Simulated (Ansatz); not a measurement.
Sr3BiN (Pm-3m, No. 221, 5 atoms in the cell; start mp-570008) was calculated with r²SCAN0 in Ansatz (PAW).

Run with plane-wave cutoff 520 eV, 4×4×4 k mesh, Fermi–Dirac smearing 0.01 eV, scalar-relativistic PAW data made under PBE.

Cell (relaxed with PBEsol):

```xyz
5
Lattice="5.1710 0.0000 0.0000 0.0000 5.1710 0.0000 0.0000 0.0000 5.1710" Properties=species:S:1:pos:R:3 pbc="T T T"
Sr     2.5855     2.5855     0.0000
Sr     0.0000     2.5855     2.5855
Sr     2.5855     0.0000     2.5855
Bi     0.0000     0.0000     0.0000
N      2.5855     2.5855     2.5855
```

Task: Predict the band gap.

Result: 
- band gap = 1.76 eV (on the SCF k mesh)

Note: cell and atoms aren't relaxed at this level (pressure 1.1 GPa).

Spin–orbit coupling is not included; with these elements it can move the gap by several tenths of an eV or more.

Computed values are for the static lattice.

Computing time: roughly 4 core-minutes.

A start named mp-… is a Materials Project structure, which need not be a measured phase.

Ansatz is a first-principles code.
